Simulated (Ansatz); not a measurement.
**Zn: response to strain**

The reference is Zn in the hcp (Mg type) structure (space group P6_3/mmc, No. 194; a = 2.613 Å, c = 4.781 Å; relaxed with 0.1 eV smearing). Axes: x lies along a and z along c of the hexagonal cell.

Strains are applied to the cell and any free atomic positions relax.

Computed with PBEsol/PAW in Ansatz (an electronic-structure program), scalar-relativistic without spin-orbit coupling.

Notes on the quantities. pressure: mean of the normal stresses, compression positive; energy relative to the base: free energy F.

```json
[
 {"variant": "base", "pressure": "0.0 GPa", "energy relative to the base": "0 meV/atom", "shortest interatomic distance": "2.613 Å"},
 {"variant": "uniaxial strain ε_xx = −3.00 %", "pressure": "3.6 GPa", "energy relative to the base": "+9.2 meV/atom", "shortest interatomic distance": "2.535 Å"},
 {"variant": "uniaxial strain ε_xx = −2.00 %", "pressure": "2.3 GPa", "energy relative to the base": "+4.0 meV/atom", "shortest interatomic distance": "2.561 Å"},
 {"variant": "uniaxial strain ε_xx = −1.00 %", "pressure": "1.1 GPa", "energy relative to the base": "+1.0 meV/atom", "shortest interatomic distance": "2.587 Å"},
 {"variant": "uniaxial strain ε_xx = −0.50 %", "pressure": "0.5 GPa", "energy relative to the base": "+0.2 meV/atom", "shortest interatomic distance": "2.600 Å"},
 {"variant": "uniaxial strain ε_xx = +1.00 %", "pressure": "-1.0 GPa", "energy relative to the base": "+0.9 meV/atom", "shortest interatomic distance": "2.619 Å"},
 {"variant": "uniaxial strain ε_xx = +1.50 %", "pressure": "-1.5 GPa", "energy relative to the base": "+2.0 meV/atom", "shortest interatomic distance": "2.623 Å"},
 {"variant": "uniaxial strain ε_xx = +2.00 %", "pressure": "-1.9 GPa", "energy relative to the base": "+3.4 meV/atom", "shortest interatomic distance": "2.626 Å"},
 {"variant": "uniaxial strain ε_xx = +2.50 %", "pressure": "-2.3 GPa", "energy relative to the base": "+5.2 meV/atom", "shortest interatomic distance": "2.629 Å"},
 {"variant": "uniaxial strain ε_xx = +3.00 %", "pressure": "-2.7 GPa", "energy relative to the base": "+7.2 meV/atom", "shortest interatomic distance": "2.633 Å"}
]
```

No phonon test of stability was made.
